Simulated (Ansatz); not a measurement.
# ZrN under a change: biaxial strain +1.21 %, plane normal [111], relaxed out of plane

The parent structure is ZrN in the rock salt structure (space group Fm-3m, No. 225; a = 4.553 Å; relaxed with 0.1 eV smearing). Axes: x, y, z lie along the cube axes.

The change: tensile biaxial strain of 1.21 % in the plane normal to [111], as in epitaxy on a mismatched substrate; the out-of-plane cell vector and the atoms relax.

All numbers come from PBEsol (Ansatz, a quantum-chemistry and plane-wave program; PAW; 420 eV plane waves; spin-orbit coupling left out), earlier PAW set. Settings: 22×22×22 k-points, 0.1 eV Fermi–Dirac smearing.

The volume per atom increases by 0.165 Å³ to 11.96 Å³ and the space group becomes R-3m (No. 166) (base: Fm-3m (No. 225)). The shortest interatomic distance increases by 0.0108 Å, from 2.277 Å to 2.287 Å and the energy increases by 4.9 meV/atom. The pressure (mean of the normal stresses, compression positive) goes from zero to -3.6 GPa and the band gap stays zero. The out-of-plane strain amounts to -1.01 % and the ratio −ε⊥/ε∥ is 0.83.

Final structure (turned so that z lies along the plane normal):

```
ZrN
1.0
    3.25849     0.00000     0.00000
    1.62924     2.82193     0.00000
    1.62924    -0.94064     2.60224
N Zr
1 1
Direct
  0.00000   0.00000   0.00000
  0.00000   0.50000   0.50000
```

Stability against distortions was not tested. All final runs are without spin polarisation. An odd electron count without spin: ZrN.
